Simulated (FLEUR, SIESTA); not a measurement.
A SIESTA input for a self-consistent single point of ZnS (P6_3mc, 8 atoms in the cell) (DFT, GGA PBE, numerical atomic orbitals DZP, PseudoDojo PBE standard norm-conserving potentials (rewritten from UPF to PSML)):

```
# files in the folder: Zn.psml S.psml (PseudoDojo PBE standard)
SystemName  ZnS
SystemLabel zns

NumberOfAtoms                8
NumberOfSpecies              2
%block ChemicalSpeciesLabel
  1 30 Zn
  2 16 S
%endblock ChemicalSpeciesLabel
LatticeConstant              1.0 Ang
%block LatticeVectors
     3.808950000    0.000000000    0.000000000
    -1.904475000    3.298647000    0.000000000
     0.000000000    0.000000000   12.452600000
%endblock LatticeVectors
AtomicCoordinatesFormat      ScaledCartesian
%block AtomicCoordinatesAndAtomicSpecies
     1.904476904    1.099547900    9.338578318  1
    -0.000001904    2.199099100    3.112278318  1
     0.000000000    0.000000000    6.226300000  1
     0.000000000    0.000000000    0.000000000  1
     1.904476904    1.099547900   11.677176598  2
    -0.000001904    2.199099100    5.450876598  2
     0.000000000    0.000000000    8.559170084  2
     0.000000000    0.000000000    2.332870084  2
%endblock AtomicCoordinatesAndAtomicSpecies

XC.functional                GGA
XC.authors                   PBE
PAO.BasisSize                DZP
PAO.EnergyShift              0.01 Ry
MeshCutoff                   350 Ry
%block kgrid.MonkhorstPack
    7   0   0  0.0
    0   7   0  0.0
    0   0   2  0.0
%endblock kgrid.MonkhorstPack
OccupationFunction           FD
ElectronicTemperature        10 K

MaxSCFIterations             150
SCF.Mixer.Method             Pulay
SCF.Mixer.Weight             0.25
SCF.Mixer.History            8
SCF.DM.Tolerance             1.0E-05
Diag.ParallelOverK           true
WriteForces                  true
Charge.Mulliken              end
```

### Question
Write the same calculation as an input for FLEUR.

### Answer
One input that does it (others would too):

Input of the input generator:

```
scf ZnS
&input film=f /
1.0000000000 0.0000000162 0.0000000000
-0.5000000141 0.8660253957 0.0000000000
0.0000000000 0.0000000000 3.2693001671
7.1978718186
1.0 1.0 1.0

8
30 0.6666666667 0.3333333333 0.7499300000
30 0.3333333333 0.6666666667 0.2499300000
30 0.0000000000 0.0000000000 0.5000000000
30 0.0000000000 0.0000000000 0.0000000000
16 0.6666666667 0.3333333333 0.9377300000
16 0.3333333333 0.6666666667 0.4377300000
16 0.0000000000 0.0000000000 0.6873400000
16 0.0000000000 0.0000000000 0.1873400000

&comp jspins=1 /
&kpt div1=7 div2=7 div3=2 gamma=t /
&end /
```

```xml
<?xml version="1.0" encoding="UTF-8" standalone="no"?>
<fleurInput fleurInputVersion="0.39">
   <comment>
      scf ZnS                                                                                             
   </comment>
   <calculationSetup>
      <cutoffs Kmax="4.0" Gmax="12.0" GmaxXC="12.0" numbands="0"/>
      <scfLoop itmax="60" minDistance="0.00001" maxIterBroyd="25" imix="Anderson" alpha="0.05" precondParam="0.0" spinf="2.0"/>
      <coreElectrons ctail="T" frcor="F" kcrel="0" coretail_lmax="0"/>
      <xcFunctional name="pbe" relativisticCorrections="F"/>
      <magnetism jspins="1"/>
      <soc l_soc="F" theta="0.0" phi="0.0" spav="F"/>
      <expertModes spex="0" secvar="F"/>
      <geometryOptimization l_f="T" forcealpha="1.0" forcemix="BFGS" epsdisp="0.00001" epsforce="0.00001"/>
      <ldaU l_linMix="F" mixParam="0.05" spinf="1.0"/>
   </calculationSetup>
   <cell>
      <bzIntegration valenceElectrons="72.0" mode="hist" fermiSmearingEnergy="0.0001">
         <kPointListSelection listName="default-1"/>
         <!-- k-points included here -->
         <xi:include xmlns:xi="http://www.w3.org/2001/XInclude" href="kpts.xml"> </xi:include>
      </bzIntegration>
      <!-- symmetry operations included here -->
      <xi:include xmlns:xi="http://www.w3.org/2001/XInclude" href="sym.xml"> </xi:include>
      <bulkLattice scale="1.0">
         <bravaisMatrix>
            <row-1>    7.1978718186000004     0.0000001166055235     0.0000000000000000</row-1>
            <row-2>   -3.5989360107899926     6.2335397899009442     0.0000000000000000</row-2>
            <row-3>    0.0000000000000000     0.0000000000000000    23.5320035393133615</row-3>
         </bravaisMatrix>
      </bulkLattice>
   </cell>
   <atomSpecies>
      <species name="Zinc (Zn)" element="Zn" atomicNumber="30">
         <mtSphere radius="2.44" gridPoints="859" logIncrement="0.014"/>
         <atomicCutoffs lmax="10" lnonsphr="8"/>
         <electronConfig flipSpins="F">
            <coreConfig>(1s1/2) (2s1/2) (2p1/2) (2p3/2) (3s1/2) (3p1/2) (3p3/2)</coreConfig>
            <valenceConfig>(4s1/2) (3d3/2) (3d5/2)</valenceConfig>
         </electronConfig>
         <energyParameters s="4" p="4" d="3" f="4"/>
         <lo type="HELO" l="2" n="4" eDeriv="0"/>
      </species>
      <species name="Sulfur (S)" element="S" atomicNumber="16">
         <mtSphere radius="1.59" gridPoints="563" logIncrement="0.02"/>
         <atomicCutoffs lmax="6" lnonsphr="4"/>
         <electronConfig flipSpins="F">
            <coreConfig>(1s1/2) (2s1/2) (2p1/2) (2p3/2)</coreConfig>
            <valenceConfig>(3s1/2) (3p1/2) (3p3/2)</valenceConfig>
            <stateOccupation state="(3p1/2)" spinUp="0.6666666666667" spinDown="0.6666666666667"/>
            <stateOccupation state="(3p3/2)" spinUp="1.3333333333333" spinDown="1.3333333333333"/>
         </electronConfig>
         <energyParameters s="3" p="3" d="3" f="4"/>
      </species>
   </atomSpecies>
   <atomGroups>
      <atomGroup species="Zinc (Zn)">
         <relPos label="                   1">-1.000/3.000 1.000/3.000 -.2500700000</relPos>
         <relPos label="                   2">1.000/3.000 -1.000/3.000 .2499300000</relPos>
         <force calculate="T" relaxXYZ="TTT"/>
      </atomGroup>
      <atomGroup species="Zinc (Zn)">
         <relPos label="                   3">.0000000000 .0000000000 1.000/2.000</relPos>
         <relPos label="                   4">.0000000000 .0000000000 .0000000000</relPos>
         <force calculate="T" relaxXYZ="TTT"/>
      </atomGroup>
      <atomGroup species="Sulfur (S)">
         <relPos label="                   5">-1.000/3.000 1.000/3.000 -.0622700000</relPos>
         <relPos label="                   6">1.000/3.000 -1.000/3.000 .4377300000</relPos>
         <force calculate="T" relaxXYZ="TTT"/>
      </atomGroup>
      <atomGroup species="Sulfur (S)">
         <relPos label="                   7">.0000000000 .0000000000 -.3126600000</relPos>
         <relPos label="                   8">.0000000000 .0000000000 .1873400000</relPos>
         <force calculate="T" relaxXYZ="TTT"/>
      </atomGroup>
   </atomGroups>
   <output dos="F" band="F" slice="F">
      <checks vchk="F" cdinf="F"/>
      <bandDOS minEnergy="-.5*Htr" maxEnergy="0.5*Htr" sigma="0.015" storeEVData="T"/>
      <vacuumDOS vacdos="F" integ="F" star="F" nstars="0" locx1="0.0" locy1="0.0" locx2="0.0" locy2="0.0" nstm="0" tworkf="0.0"/>
      <unfoldingBand unfoldBand="F" supercellX="1" supercellY="1" supercellZ="1"/>
      <plotting iplot="0" polar="F">
         <plot TwoD="T" vec1="  1.0  0.0  0.0" vec2="  0.0  1.0  0.0" vec3="  0.0  0.0  1.0" zero="  0.0  0.0  0.0" file="plot"/>
      </plotting>
      <chargeDensitySlicing numkpt="0" minEigenval="0.0" maxEigenval="0.0" nnne="0" pallst="F"/>
      <specialOutput eonly="F"/>
      <magneticCircularDichroism mcd="F" energyLo="-10.0" energyUp="0.0"/>
   </output>
  <!-- We include the file relax.xml here to enable relaxations (see documentation) -->
  <xi:include xmlns:xi="http://www.w3.org/2001/XInclude" href="relax.xml"> <xi:fallback/> </xi:include>
</fleurInput>
```

Basis settings and potentials, where a program has them, do not carry over. This input uses DFT, PBE, all-electron FLAPW (FLEUR), scalar-relativistic valence.

The starting cell comes from a database of computed structures (which also holds hypothetical and non-ambient phases and stackings), without a prior relaxation at this level.
